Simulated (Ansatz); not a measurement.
**A computed series for Ti: response to strain**

The parent structure is Ti in the hcp (Mg type) structure (space group P6_3/mmc, No. 194; a = 2.940 Å, c = 4.654 Å; relaxed with 0.1 eV smearing). Axes: x lies along a and z along c of the hexagonal cell.

Strains are applied to the cell and any free atomic positions relax.

Calculations: Ansatz (an electronic-structure program), PBE, PAW, cutoff 420 eV, no spin-orbit coupling.

Notes on the quantities. pressure: mean of the normal stresses, compression positive; energy relative to the base: free energy F.

| change | pressure | volume per atom | energy relative to the base |
|---|---|---|---|
| base | 0.0 GPa | 17.42 Å³ | 0 meV/atom |
| uniaxial strain ε_zz = −3.00 % | 3.6 GPa | 16.89 Å³ | +9.6 meV/atom |
| uniaxial strain ε_zz = −2.50 % | 3.0 GPa | 16.98 Å³ | +6.6 meV/atom |
| uniaxial strain ε_zz = −1.50 % | 1.8 GPa | 17.16 Å³ | +2.4 meV/atom |
| uniaxial strain ε_zz = −1.00 % | 1.2 GPa | 17.24 Å³ | +1.0 meV/atom |
| uniaxial strain ε_zz = −0.50 % | 0.6 GPa | 17.33 Å³ | +0.3 meV/atom |
| uniaxial strain ε_zz = +0.50 % | -0.6 GPa | 17.50 Å³ | +0.2 meV/atom |
| uniaxial strain ε_zz = +1.50 % | -1.6 GPa | 17.68 Å³ | +2.2 meV/atom |
| uniaxial strain ε_zz = +2.00 % | -2.1 GPa | 17.76 Å³ | +3.9 meV/atom |
| uniaxial strain ε_zz = +2.50 % | -2.6 GPa | 17.85 Å³ | +6.0 meV/atom |

No phonon test of stability was made. All final runs are without spin polarisation.
